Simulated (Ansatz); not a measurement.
# PdGe2 (model structure, started from the fluorite type, Fm-3m, No. 225, 3 atoms in the cell): properties by level of theory

```tsv
level (code)	equilibrium lattice constant a (Å)	enthalpy of formation (eV/atom)
PBE (Ansatz)	6.077	-0.212
PBEsol (Ansatz)	5.985	-0.256
PBE-D3(BJ) (Ansatz)	6.003	___
```

**Question.** Some entries are withheld; supply them.

**Answer.** 
- PBE-D3(BJ) (Ansatz, a quantum-chemistry and plane-wave program), enthalpy of formation (eV/atom): -0.219

Ansatz's density-functional and Hartree–Fock values are scalar-relativistic unless marked +SOC, with PAW data made under PBE.

The computed numbers hold no vibrational or temperature effects.

A model structure was made by putting elements into a prototype or built by hand; it is no filed structure, need not be a known phase, and can be a saddle point held by its symmetry.
